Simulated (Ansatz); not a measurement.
Consider the following.

```yaml
crystal:
  lattice:
    - [0.00000, 2.80544, 2.85069]
    - [2.80544, 0.00000, 2.85069]
    - [2.80544, 2.80544, 0.00000]
  atoms:
    - { symbol: Ga, position: [0.00000, 0.00000, 0.00000] }
    - { symbol: As, position: [0.25000, 0.25000, 0.25000] }
```

Level of theory: PBEsol with spin-orbit coupling, rigid bands (plane waves, PAW; Ansatz, a first-principles code). Condition of this run: biaxial stress xx = yy = 1 GPa (compression positive) (the target of the relaxation). Cell: cell and atoms relaxed with PBEsol, then loaded as said.

### Question
Predict the hole conductivity mass (n e² τ/σ) at 300 K, by direction if it differs.

### Answer
0.34 (x), 0.34 (y), 0.43 (z) mₑ.

### Question
Predict the electron conductivity mass (n e² τ/σ) at 300 K, by direction if it differs.

### Answer
0.033 (x), 0.033 (y), 0.037 (z) mₑ.

### Question
And the band gap?

### Answer
0.35 eV at this level; semilocal functionals usually fall short of the measured gap.

Rigid bands, one relaxation time for all states, no polarons.
